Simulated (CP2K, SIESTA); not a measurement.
A CP2K input for a self-consistent single point of MoS₂ (P6_3/mmc, 6 atoms in the cell) (DFT PBE, GPW, DZVP-MOLOPT-SR-GTH basis, GTH-PBE potentials (GTH_POTENTIALS)):

```
&GLOBAL
  PROJECT scf
  RUN_TYPE ENERGY_FORCE
  PRINT_LEVEL LOW
&END GLOBAL
&FORCE_EVAL
  METHOD Quickstep
  STRESS_TENSOR ANALYTICAL
  &DFT
    BASIS_SET_FILE_NAME BASIS_MOLOPT
    POTENTIAL_FILE_NAME GTH_POTENTIALS
    &QS
      METHOD GPW
      EPS_DEFAULT 1E-10
    &END QS
    &MGRID
      CUTOFF 500
      REL_CUTOFF 50
      NGRIDS 5
    &END MGRID
    &SCF
      SCF_GUESS ATOMIC
      EPS_SCF 1E-6
      MAX_SCF 100
      ADDED_MOS 9
      &DIAGONALIZATION
        ALGORITHM STANDARD
      &END DIAGONALIZATION
      &MIXING
        METHOD BROYDEN_MIXING
        ALPHA 0.4
        NBUFFER 10
        BETA 1
      &END MIXING
    &END SCF
    &KPOINTS
      SCHEME MONKHORST-PACK 6 6 2
      GAMMA_CENTERED T
    &END KPOINTS
    &XC
      &XC_FUNCTIONAL PBE
      &END XC_FUNCTIONAL
    &END XC
    &PRINT
      &MO
        EIGENVALUES T
        OCCUPATION_NUMBERS T
        NDIGITS 8
        FILENAME mo
        &EACH
          QS_SCF 0
        &END EACH
        ADD_LAST NUMERIC
      &END MO
      &MULLIKEN OFF
      &END MULLIKEN
    &END PRINT
  &END DFT
  &SUBSYS
    &CELL
      A 3.14607000 0.00000000 0.00000000
      B -1.57303500 2.72457700 0.00000000
      C 0.00000000 0.00000000 13.01555700
      PERIODIC XYZ
    &END CELL
    &COORD
      SCALED
      Mo       0.00000000     0.00000000     0.25000000
      Mo       0.00000000     0.00000000     0.75000000
      S        0.33333300     0.66666700     0.36774000
      S        0.66666700     0.33333300     0.63226000
      S        0.66666700     0.33333300     0.86774000
      S        0.33333300     0.66666700     0.13226000
    &END COORD
    &KIND Mo
      BASIS_SET DZVP-MOLOPT-SR-GTH-q14
      POTENTIAL GTH-PBE-q14
    &END KIND
    &KIND S
      BASIS_SET DZVP-MOLOPT-SR-GTH-q6
      POTENTIAL GTH-PBE-q6
    &END KIND
  &END SUBSYS
  &PRINT
    &FORCES ON
    &END FORCES
    &STRESS_TENSOR ON
    &END STRESS_TENSOR
  &END PRINT
&END FORCE_EVAL
```

Problem. Write the same calculation as an input for SIESTA.

Solution. One input that does it (others would too):

```
# files in the folder: Mo.psml S.psml (PseudoDojo PBE standard)
SystemName  MoS2
SystemLabel mos2

NumberOfAtoms                6
NumberOfSpecies              2
%block ChemicalSpeciesLabel
  1 42 Mo
  2 16 S
%endblock ChemicalSpeciesLabel
LatticeConstant              1.0 Bohr
%block LatticeVectors
     5.945210669    0.000000000    0.000000000
    -2.972605334    5.148704335    0.000000000
     0.000000000    0.000000000   24.595838089
%endblock LatticeVectors
AtomicCoordinatesFormat      Ang
%block AtomicCoordinatesAndAtomicSpecies
     0.000000000    0.000000000    3.253889250  1
     0.000000000    0.000000000    9.761667750  1
    -0.000001573    1.816385575    4.786340931  2
     1.573036573    0.908191425    8.229216069  2
     1.573036573    0.908191425   11.294119431  2
    -0.000001573    1.816385575    1.721437569  2
%endblock AtomicCoordinatesAndAtomicSpecies

XC.functional                GGA
XC.authors                   PBE
PAO.BasisSize                DZP
PAO.EnergyShift              0.01 Ry
MeshCutoff                   300 Ry
%block kgrid.MonkhorstPack
    6   0   0  0.0
    0   6   0  0.0
    0   0   2  0.0
%endblock kgrid.MonkhorstPack
OccupationFunction           FD
ElectronicTemperature        10 K

MaxSCFIterations             150
SCF.Mixer.Method             Pulay
SCF.Mixer.Weight             0.2
SCF.Mixer.History            6
SCF.DM.Tolerance             1.0E-05
Diag.ParallelOverK           true
WriteForces                  true
```

Basis, cutoffs, solver keys and any potentials are the target program's own. This input uses DFT, GGA PBE, numerical atomic orbitals DZP, PseudoDojo PBE standard norm-conserving potentials (rewritten from UPF to PSML).

The starting cell comes from a database of computed structures (which also holds hypothetical and non-ambient phases and stackings), without a prior relaxation at this level. Its lattice was rescaled by a random factor within 2.5 % of one. For this run, on top of that: lattice scaled by 0.98.
